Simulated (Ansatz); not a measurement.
# A computed series for hypothetical P6_3/mmc PbI2: pressure series

Start from PbI₂ in the 2H-MoS2 type structure (space group P6_3/mmc, No. 194; a = 4.2732 Å, c = 14.3620 Å; a hypothetical phase, not in the database extracts checked).

Cell and atoms are relaxed at each pressure.

Level of theory: plane-wave PAW DFT at the PBEsol-D3(BJ) level (Ansatz, a program for electronic structure, 420 eV), without spin-orbit coupling, earlier PAW set.

Notes on the quantities. enthalpy: H = E + PV relative to the base's energy.

| variant | band gap | shortest interatomic distance | enthalpy |
|---|---|---|---|
| base | 1.39 eV | 3.202 Å | – |
| pressure 0.3 GPa | 1.26 eV | 3.194 Å | +0.07 eV/atom |
| pressure 0.7 GPa | 1.10 eV | 3.185 Å | +0.16 eV/atom |
| pressure 1.5 GPa | 0.81 eV | 3.169 Å | +0.34 eV/atom |
| pressure 3 GPa | 0.33 eV | 3.143 Å | +0.67 eV/atom |
| pressure 5 GPa | zero | 3.115 Å | +1.07 eV/atom |
| pressure 7.5 GPa | zero | 3.087 Å | +1.56 eV/atom |
| pressure 10 GPa | zero | 3.064 Å | +2.01 eV/atom |

The mesh was chosen for an insulator and is coarse for the gapless case. Spin-orbit coupling, missing from the scalar runs, can matter with I and Pb. Load acts through the strain it causes; cell and atoms are relaxed under it. Stability against distortions was not tested. Competing high-pressure phases were not computed. The final runs are not spin-polarised. A zero or small gap of PbI2 under pressure 5 GPa and PbI2 under pressure 7.5 GPa can be the functional's error rather than a property of the material.
